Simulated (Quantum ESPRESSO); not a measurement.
## Convergence series on HfMg₁₄Nb (Amm2, 16 atoms in the cell)

```
CELL_PARAMETERS angstrom
      9.96975     0.00000     0.00000
      0.00000     3.01854     5.51660
      0.00000    -3.01854     5.51660
ATOMIC_POSITIONS crystal
  Mg 0.00000 0.16761 0.16761
  Mg 0.00000 0.66714 0.66714
  Mg 0.50000 0.16776 0.67060
  Mg 0.50000 0.67060 0.16776
  Mg 0.00000 0.16796 0.66690
  Mg 0.00000 0.66690 0.16796
  Mg 0.25414 0.33037 0.83739
  Mg 0.74586 0.83739 0.33037
  Mg 0.74586 0.33037 0.83739
  Mg 0.25414 0.83739 0.33037
  Mg 0.25636 0.32832 0.32832
  Mg 0.74364 0.32832 0.32832
  Mg 0.25094 0.83095 0.83095
  Mg 0.74906 0.83095 0.83095
  Hf 0.50000 0.66887 0.66887
  Nb 0.50000 0.16906 0.16906
```

Computed with LDA (PZ), GBRV 1.5 ultrasoft (LDA) pseudopotentials (plane waves; Quantum ESPRESSO).

The starting cell comes from a database of computed structures (which also holds hypothetical and non-ambient phases and stackings), without a prior relaxation at this level. Its lattice was rescaled by a random factor within 2.5 % of one. Spin polarisation is off.

Held fixed: occupations = smearing; smearing = gaussian; degauss = 0.0073499 Ry; potentials = {Mg: mg_lda_v1.4.uspp.F.UPF, Hf: hf_lda_v1.uspp.F.UPF, Nb: nb_lda_v1.uspp.F.UPF}; K_POINTS = automatic 2 4 4 0 0 0; conv_thr = 1e-09 Ry. Moved along with it: ecutrho.

ΔF is the free energy per atom less that of the last row (40 Ry).

| ecutwfc | ΔF (meV/atom) | pressure (GPa) | largest force (eV/Å) | plane waves | iterations |
|---|---|---|---|---|---|
| 16 Ry | 20940.9 | -578.21 | 0.156 | 2456 | 17 |
| 20 Ry | 5471.2 | -193.05 | 0.080 | 3410 | 16 |
| 24 Ry | 1338.9 | -60.92 | 0.101 | 4486 | 16 |
| 28 Ry | … | -17.25 | 0.100 | 5660 | 16 |
| 32 Ry | … | -3.96 | 0.099 | 6870 | 17 |
| 36 Ry | 3.9 | -0.70 | 0.100 | 8204 | 17 |
| 40 Ry | 0.00 | -0.26 | 0.100 | 9608 | 17 |

Some entries are withheld; supply them.


- 28 Ry, ΔF (meV/atom): 281.5
- 32 Ry, ΔF (meV/atom): 43.5
